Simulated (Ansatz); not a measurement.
A computed series for InP: pressure series

The parent structure is InP in the zinc blende structure (space group F-43m, No. 216).

Space group F-43m (No. 216); a = b = c = 5.960 Å, α = β = γ = 90.00°

| atom | site | symmetry | x | y | z |
|---|---|---|---|---|---|
| In | 4a | -43m | 0.0000 | 0.0000 | 0.0000 |
| P | 4d | -43m | 0.7500 | 0.7500 | 0.7500 |
(The calculation used a cell of 2 atoms; values per cell refer to that cell.)

Cell and atoms are relaxed at each pressure.

Computed with DFT with PBE, PAW potentials and a 420 eV plane-wave cutoff in Ansatz (a quantum-chemistry and plane-wave program), no spin-orbit coupling.

Candidates:
(a) pressure 22.5 GPa
(b) pressure 4.5 GPa
(c) pressure 0.9 GPa
(d) pressure 2.1 GPa
(e) pressure 15 GPa

Base values:

| Item | Result |
|---|---|
| Band gap | 0.44 eV |

### Question
Order them by band gap, lowest first.

### Answer
(c) pressure 0.9 GPa (0.52 eV), (d) pressure 2.1 GPa (0.62 eV), (b) pressure 4.5 GPa (0.80 eV), (e) pressure 15 GPa (1.36 eV), (a) pressure 22.5 GPa (1.41 eV)

Load acts through the strain it causes; cell and atoms are relaxed under it. Whether these cells are dynamically stable was not tested. Measured, InP leaves this structure (for rock salt) near 9.8 GPa (temperature not stated; as listed in Datta, Sujoy, Jana, Debnarayan, arXiv (2020)).
